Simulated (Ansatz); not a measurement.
System: CsCl-type PdIn. Method: r²SCAN in Ansatz (PAW).

Settings: plane-wave cutoff 560 eV, 18×18×18 k mesh, Fermi–Dirac smearing 0.05 eV, scalar-relativistic PAW data made under PBE.

Cell (relaxed at this level):

```
CELL_PARAMETERS angstrom
      3.26723     0.00000     0.00000
      0.00000     3.26723     0.00000
      0.00000     0.00000     3.26723
ATOMIC_POSITIONS crystal
  In 0.00000 0.00000 0.00000
  Pd 0.50000 0.50000 0.50000
```

Question: What does this level give for the bulk modulus?

Answer: 
* **bulk modulus**: 133 GPa

The run finds no gap.

Note: the bulk modulus is −V dP/dV from two relaxed cells at ±2 % in volume.

Spin–orbit coupling is not included.

Ansatz is a quantum-chemistry and plane-wave program.
